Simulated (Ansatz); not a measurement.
Effect of isotropic strain +1.50 % on YN

Base system: YN in the rock salt structure (space group Fm-3m, No. 225; a = 4.8198 Å).

It is then changed as follows: every lattice vector is stretched by 1.50 %; the atoms relax in the strained cell.

Level of theory: Ansatz (a program for electronic structure), LDA, PAW, cutoff 420 eV, without spin-orbit coupling. Settings: 12×12×12 k-points, 0.05 eV Fermi–Dirac smearing.

```csv
quantity,base,changed,shift
volume per atom,14.00 Å³,14.64 Å³,+0.64 Å³
space group,Fm-3m (No. 225),Fm-3m (No. 225),–
shortest interatomic distance,2.410 Å,2.446 Å,+0.036 Å
energy relative to the base (free energy F),0 meV/atom,+15 meV/atom,+15 meV/atom
pressure,0.0 GPa,-7.4 GPa,-7.4 GPa
band gap,zero,0.11 eV,–
gap character,absent,"indirect, Γ → X",–
smallest direct gap,0.37 eV,0.50 eV,+0.124 eV
electron mass,–,"1.3 mₑ along k, 0.094 mₑ across (at X)",–
"hole mass (degenerate bands, along [100])",–,"0.16, 0.99, 0.99 mₑ (at Γ)",–
```

Final structure:

```
YN
1.0
    0.00000     2.44605     2.44605
    2.44605     0.00000     2.44605
    2.44605     2.44605     0.00000
Y N
1 1
Cartesian
  0.00000   0.00000   0.00000
  2.44605   2.44605   2.44605
```

Effective masses come from finite differences of ±0.01 Å⁻¹. Along k means along the line from Γ to the band edge. Whether these cells are dynamically stable was not tested. The final runs are not spin-polarised. Gaps under 0.05 eV, about the width of the smearing, are given as zero. A zero or small gap of YN can be the functional's error rather than a property of the material.
